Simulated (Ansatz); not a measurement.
Given:

```
CELL_PARAMETERS angstrom
      0.00000     2.07958     2.01720
      2.07958     0.00000     2.01720
      2.07958     2.07958     0.00000
ATOMIC_POSITIONS crystal
  Mg 0.00000 0.00000 0.00000
  O  0.50000 0.50000 0.50000
```

No spin polarisation.

Computed with LDA, PAW, 420 eV (Ansatz, a first-principles code; no SOC). k-mesh 14×14×14 (Γ-centred); smearing 0.05 eV (Fermi–Dirac).

Task: Predict the band gap, gap character and pressure.

Result: 
- Band gap: 5.32 eV
- Gap character: direct at Γ
- Pressure (mean of the normal stresses, compression positive): 5.96 GPa

The cells carry an imposed strain or load. Stability against distortions was not tested. The cell was made from MgO in the rock salt structure (space group Fm-3m, No. 225) by this change: uniaxial strain ε_zz = −3.00 %.
